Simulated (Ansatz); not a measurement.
Base system: Al in the fcc (Cu type) structure (space group Fm-3m, No. 225; a = 3.984 Å; relaxed with 0.1 eV smearing). Axes: x, y, z lie along the cube axes.

Method: Ansatz (a program for electronic structure), LDA, PAW, cutoff 420 eV, scalar-relativistic without spin-orbit coupling.

Strains are applied to the cell and any free atomic positions relax; under biaxial strain the out-of-plane vector relaxes too.

One change was made to it. Results:

The shortest interatomic distance shrinks by 0.0077 bohr (5.323 bohr → 5.316 bohr); the pressure (mean of the normal stresses, compression positive) goes from zero to -0.3 GPa.

Which change produced these results?
(A) biaxial strain −1.25 %, plane normal [111], relaxed out of plane
(B) biaxial strain +2.50 %, plane normal [111], relaxed out of plane
(C) biaxial strain +0.42 %, plane normal [111], relaxed out of plane

C, biaxial strain +0.42 %, plane normal [111], relaxed out of plane. For comparison, the pressure in the other runs: biaxial strain +2.50 %, plane normal [111], relaxed out of plane gives -1.8 GPa; biaxial strain −1.25 %, plane normal [111], relaxed out of plane gives 1.1 GPa.

Whether these cells are dynamically stable was not tested.
